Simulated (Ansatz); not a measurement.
# Thermal expansion of AlNi in the CsCl type structure

Method: quasi-harmonic approximation, PBEsol density-functional theory in Ansatz (plane waves, PAW); phonon mesh 3×3×3, k mesh 12×12×12. 

```
T (K)  α_L (10⁻⁶/K)  C_P (J/mol/K)  bulk modulus B_T (GPa)     γ
-----  ------------  -------------  ----------------------  ----
100             6.9           23.9                     169  2.09
200            11.4           40.4                     166  2.03
300            13.2           46.5                     162  2.02
400            14.2           49.4                     158  2.03
500            14.9           51.2                     155  2.04
600            15.6           52.6                     151  2.05
700            16.2           53.9                     146  2.06
800            16.9           55.1                     142  2.07
900            17.6           56.3                     138  2.09
1000           18.4           57.6                     133  2.11
```

```
Item                                              Value
---------------------------------------  --------------
conventional lattice constants at 300 K     a = 2.876 Å
entropy at 300 K                         54.1 J/(mol K)
adiabatic bulk modulus at 300 K                 166 GPa
bulk modulus without vibrations                 173 GPa
zero-point volume expansion                      0.65 %
```

Computed at 300 K against measurement: lattice constant a 2.876 computed, 2.886 measured Å (-0.3 %; Yamada, Ryo, Mohri, Tetsuo, arXiv (Cornell University) (2019), arXiv:1910.09660).  

Whether this phase is the stable one at each condition was not tested.

The PAW data sets were generated under PBE and serve the other functionals too.

Ansatz is a quantum-chemistry and plane-wave program.
